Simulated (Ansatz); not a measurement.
**BaTe in the rock salt structure (space group Fm-3m, No. 225)**

```
CELL_PARAMETERS angstrom
      0.00000     3.53236     3.53236
      3.53236     0.00000     3.53236
      3.53236     3.53236     0.00000
ATOMIC_POSITIONS crystal
  Ba 0.00000 0.00000 0.00000
  Te 0.50000 0.50000 0.50000
```

The values are results of plane-wave PAW DFT at the PBE level (Ansatz, an electronic-structure program, 420 eV), no SOC, not measurements. Γ-centred 8×8×8 mesh, Fermi–Dirac width 0.05 eV.

| Property | Result |
|---|---|
| Volume per atom | 44.08 Å³ |
| Density | 4.99 g/cm³ |
| Band gap | 1.66 eV, indirect, Γ → X |
| Electron mass | 1.3 mₑ along k, 0.28 mₑ across |
| Hole mass (degenerate bands, along [100]) | 0.16, 1.3, 1.3 mₑ |
| Lowest conduction-band minima above the VBM | X along ⟨100⟩ 1.66 eV; Γ 2.87 eV |
| Total energy | -6466.569 eV/atom (σ→0; compares only within this code and set-up) |

With Te present, leaving out spin-orbit coupling can change the band edges. Masses are band curvatures over ±0.01 Å⁻¹ around the edge. Along k means along the line from Γ to the band edge. No phonon test of stability was made.
